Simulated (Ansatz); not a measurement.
Pd$_{2}$In$_{3}$ (P-3m1), PBEsol, DFPT electron-phonon coupling, linearised Boltzmann equation in Ansatz (a quantum-chemistry and plane-wave program). Phonon-limited resistivity 7.97 μΩ·cm at 300 K along x (a = (4.52, 0.00, 0.00) Å; b = (-2.26, 3.92, 0.00) Å; c = (0.00, 0.00, 5.54) Å), current-weighted mean free path 17.2 nm, Drude plasma energy 6.07 eV.

### Question
What Drude relaxation time do resistivity and plasma energy imply?

### Answer
ω_p = 9.22e15 s⁻¹, so τ = 1/(ε₀ ω_p² ρ) = 16.7 fs, a damping ħ/τ of 39.5 meV.

### Question
Estimate the resistivity of a 80 nm square wire with diffuse walls from ρ ≈ ρ₀(1 + 3ℓ/4d).

### Answer
1 + 0.75 × 17.2/80 = 1.16, so ρ ≈ 9.26 μΩ·cm and a line 1 μm long has 14.5 Ω. The formula is the free-electron limit for d well above ℓ; grain boundaries add to it.

### Question
What is the classical skin depth at 10 GHz (nonmagnetic, μ₀ = 1.257×10⁻⁶ H/m)?

### Answer
δ = √(ρ/(π f μ₀)) = 1420 nm.

A metal at this level (no band gap). Only scattering by harmonic phonons is included (no impurities, grain boundaries, electron-electron scattering or thermal expansion). Spin-orbit coupling is left out. Halving the electron mesh (24x24x16) moves the resistivity by up to 9 % at 300 K, the mean free path by up to 4 %. Smearing 0.20 eV; phonons on a 4x4x3 q mesh, which this run doesn't test.

Computed structure with no diffraction record at hand here (it may be known, metastable or hypothetical): Pd2In3 (P-3m1).
